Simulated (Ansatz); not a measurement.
**Effect of uniaxial strain ε_zz = +4.71 % on PbI2**

Consider PbI2 in the CdI2 type structure (space group P-3m1, No. 164; a = 4.439 Å, c = 6.741 Å; layered). Axes: x lies along a and z along c of the hexagonal cell.

Modification: uniaxial strain ε_zz = +4.71 %, all other strain components held at zero; the atoms relax in the strained cell.

All numbers come from PBEsol-D3(BJ) in Ansatz (plane waves to 420 eV, PAW, no SOC). k-mesh 9×9×5 (Γ-centred); smearing 0.05 eV (Fermi–Dirac).

The volume per atom rises by 1.806 Å³ to 40.15 Å³ and the shortest interatomic distance increases by 0.016 Å (3.184 Å → 3.200 Å). The energy increases by 6.4 meV/atom and the pressure (mean of the normal stresses, compression positive) goes from zero to -0.65 GPa. The band gap increases by 0.18 eV, from 1.92 eV to 2.10 eV and the gap character stays direct at A. The electron mass becomes 0.87 mₑ along k, 0.21 mₑ across (at A) (base: 0.78 mₑ along k, 0.21 mₑ across (at A)) and the hole mass changes from 0.44 mₑ along k, 0.40 mₑ across (at A) to 0.45 mₑ along k, 0.81 mₑ across (at A). The largest internal atomic displacement comes out as 0.062 Å and the stress (xx, yy, zz, yz, xz, xy; compression positive) is (-0.47, -0.47, -1.02, 0.00, 0.00, 0.00) GPa.

Spin-orbit coupling, missing from the scalar runs, can matter with I and Pb. Masses are band curvatures over ±0.01 Å⁻¹ around the edge. Along k means along the line from Γ to the band edge. Whether these cells are dynamically stable was not tested.

Ansatz is an electronic-structure program.
